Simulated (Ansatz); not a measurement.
The starting structures come from a database of crystals and need not be the phases stable at ambient conditions.

The decay constant κ of evanescent states in the gap governs leakage through a thin film.

Here is the system:

```yaml
crystal:
  lattice:
    - [6.43976, 0.00000, 0.00000]
    - [-1.94224, 8.16463, 0.00000]
    - [-0.97112, 4.08231, 4.88489]
  atoms:
    - { symbol: Y, position: [0.38988, 0.85651, 0.82904] }
    - { symbol: Y, position: [0.61012, 0.14349, 0.17096] }
    - { symbol: Y, position: [0.85651, 0.68555, 0.70433] }
    - { symbol: Y, position: [0.14349, 0.31445, 0.29567] }
    - { symbol: Y, position: [0.68555, 0.38988, 0.46663] }
    - { symbol: Y, position: [0.31445, 0.61012, 0.53337] }
    - { symbol: W, position: [0.00000, 0.00000, 0.00000] }
    - { symbol: O, position: [0.40843, 0.56877, 0.25448] }
    - { symbol: O, position: [0.59157, 0.43123, 0.74552] }
    - { symbol: O, position: [0.56877, 0.82325, 0.58518] }
    - { symbol: O, position: [0.43123, 0.17675, 0.41482] }
    - { symbol: O, position: [0.82325, 0.40843, 0.16034] }
    - { symbol: O, position: [0.17675, 0.59157, 0.83966] }
    - { symbol: O, position: [0.29509, 0.96657, 0.10947] }
    - { symbol: O, position: [0.70491, 0.03343, 0.89053] }
    - { symbol: O, position: [0.96657, 0.07604, 0.21905] }
    - { symbol: O, position: [0.03343, 0.92396, 0.78095] }
    - { symbol: O, position: [0.07604, 0.29509, 0.67148] }
    - { symbol: O, position: [0.92396, 0.70491, 0.32852] }
```

Space group of this cell: R-3. The cell is taken as given; by PBEsol its mean pressure is -2.9 GPa.

Transport runs along the normal of the first two printed cell vectors, the (110) plane of the conventional cell.

No gap correction and no spin-orbit coupling; mid-gap values are interpolated between computed energies.

**Question.** State the band gap and the smallest decay constant κ at mid-gap according to PBEsol (Ansatz, a first-principles code).

**Answer.** Gap 3.10 eV on a 6×6×6 mesh; κ = 0.354 1/Å, at the zone centre.
